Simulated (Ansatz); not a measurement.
The starting structures come from a database of crystals and need not be the phases stable at ambient conditions.

```xyz
10
Lattice="6.7457 0.0037 -0.0048 -1.3294 7.1087 0.0377 1.3294 -2.6974 3.4307" Properties=species:S:1:pos:R:3 pbc="T T T"
Pb     1.1836     5.0402     0.3988
Pb     5.5621    -0.6252     3.0648
Se     0.9657     1.3228     0.5873
Se     5.7801     3.0922     2.8763
O      3.4436     6.5291     0.6484
O      3.3021    -2.1141     2.8152
O      1.9727     2.6661     1.0222
O      4.7730     1.7489     2.4415
O      5.5606     4.1399     1.5438
O      1.1851     0.2751     1.9198
```

Space group of this cell: P2_1/m. The cell was relaxed by PBE-D3(BJ); by PBEsol its mean pressure is -3.7 GPa.

Transport runs along the normal of the first two printed cell vectors.

No gap correction and no spin-orbit coupling; mid-gap values are interpolated between computed energies.

Q: Give the band gap and the smallest decay constant κ at mid-gap that Ansatz (a first-principles code) with PBEsol yields.

A: Gap 2.76 eV on a 6×10×10 mesh; κ = 0.335 1/Å, at (0.167, 0.250) of the in-plane reciprocal vectors. At the zone centre, at the nearest computed energy, the slowest state has κ = 0.41 1/Å.
